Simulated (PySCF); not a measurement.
A working PySCF input for Be₂B (Fm-3m, 3 atoms in the cell) (DFT PBESOL, Gaussian basis gth-dzvp-molopt-sr, GTH pseudopotentials gth-pbe, FFT density fitting with multigrid):

```python
import numpy as np
from pyscf.pbc import gto, scf, dft

cell = gto.Cell()
cell.build(
    a=np.array([[0, 4.42572725, 4.42572725],
              [4.42572725, 0, 4.42572725],
              [4.42572725, 4.42572725, 0]]),
    atom='''
Be     6.63859087     6.63859087     6.63859087
Be     2.21286362     2.21286362     2.21286362
B               0              0              0
''',
    unit='Bohr',
    basis='gth-dzvp-molopt-sr',
    pseudo='gth-pbe',
    ke_cutoff=300,
    max_memory=2000,
    verbose=4,
)

kpts = cell.make_kpts([2, 2, 2])
kdft = dft.KRKS(cell, kpts).multigrid_numint()
kdft.xc = 'PBESOL'
kdft.conv_tol = 1e-09
kdft.max_cycle = 80
kdft.diis_start_cycle = 5
kdft.damp = 0.5
kdft = scf.addons.smearing_(kdft, sigma=0.00499791, method='gauss')
kdft.kernel()

res = dict(e_tot=kdft.e_tot, converged=kdft.converged, nao=cell.nao, mesh=cell.mesh, nelectron=cell.nelectron)
res.update(e_free=kdft.e_free, e_zero=kdft.e_zero)
np.savez('results.npz', **res)
eps, occ = np.array(kdft.mo_energy), np.array(kdft.mo_occ)
nk = len(kdft.kpts)
res.update(mo_energy=eps, mo_occ=occ)
print('electrons per cell = %.6f' % (occ.sum() / nk))
full = 1.0
print('highest filled level = %.6f Ha, lowest empty level = %.6f Ha' % (eps[occ > full].max(), eps[occ <= full].min()))
np.savez('results.npz', **res)
```

The run converged in 8 iterations: free energy E − TS -869.0749 eV; Fermi level (on the code's own zero) 7.47 eV. Each of these slips is then made, one at a time:

(1)
```diff
-    a=np.array([[0, 4.42572725, 4.42572725],
-              [4.42572725, 0, 4.42572725],
+    a=np.array([[4.42572725, 0, 4.42572725],
+              [0, 4.42572725, 4.42572725],
```

(2)
```diff
+    charge=-1,
```

Predict the outcome of each change.


(1) Left-handed lattice vectors. The run converged in 8 iterations, and against the sound input the free energy is nearly the same (within 1 meV/atom).

(2) An unintended net charge. The program stopped with an error at about iteration 8, with the message: ValueError: shapes (132651,) and (571787,) not aligned: 132651 (dim 0) != 571787 (dim 0).

The starting cell comes from a database of computed structures (which also holds hypothetical and non-ambient phases and stackings), without a prior relaxation at this level. Its lattice was rescaled by a random factor within 2.5 % of one. Values carry the incompleteness of an atom-centred basis. The mesh is very coarse (it stands for a supercell whose shortest vector is 7 Å): a converged loop gives no converged values here.

Left out of this page: 3 runs of the series outside the window shown, repeating another row's setting, or not comparable; 1 run of the series stopped by limits of time or memory.
